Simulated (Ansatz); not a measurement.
**How the lattice parameter c of ZnSnN2 (model structure, started from the MgZrN2 type, I4₁/amd, No. 141, 8 atoms in the cell) moves with the method**

No measured value is used here.

```
level (code)           value (Å)
---------------------  ---------
LDA (Ansatz)               9.190
PBE (Ansatz)               9.567
PBEsol (Ansatz)            9.307
PBE-D3(BJ) (Ansatz)        9.327
r²SCAN (Ansatz)            9.365
r²SCAN+rVV10 (Ansatz)      9.285
```

Cutoffs differ between the levels. Ansatz's density-functional and Hartree–Fock values are scalar-relativistic unless marked +SOC, with PAW data made under PBE.

A model structure was made by putting elements into a prototype or built by hand; it is no filed structure, need not be a known phase, and can be a saddle point held by its symmetry.

Ansatz is an electronic-structure program.
